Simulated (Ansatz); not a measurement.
Mg2Sn: response to strain

Start from Mg$_{2}$Sn (space group Fm-3m, No. 225; a = 6.8176 Å; relaxed with 0.1 eV smearing).

Strains are applied to the cell and any free atomic positions relax.

Calculations: PBE (Ansatz, an electronic-structure program; PAW; 420 eV plane waves; spin-orbit coupling left out).

| isotropic strain (%) | pressure (GPa) |
|---|---|
| -0.86 | 1.1 |
| -0.74 | ? |
| 0 | 0.0 |
| 0.52 | -0.6 |

Question: Fit P = P₀ − Bδ with δ = (1 + ε)³ − 1 to the rows shown and predict the withheld row.

Answer: Least squares on the printed values gives P₀ = 0.0 GPa, B = 41.4 GPa (a mean over the range) (largest residual 0.0 GPa); this predicts 0.9 GPa, and the run gives 0.9 GPa, in agreement.

Stability against distortions was not tested.
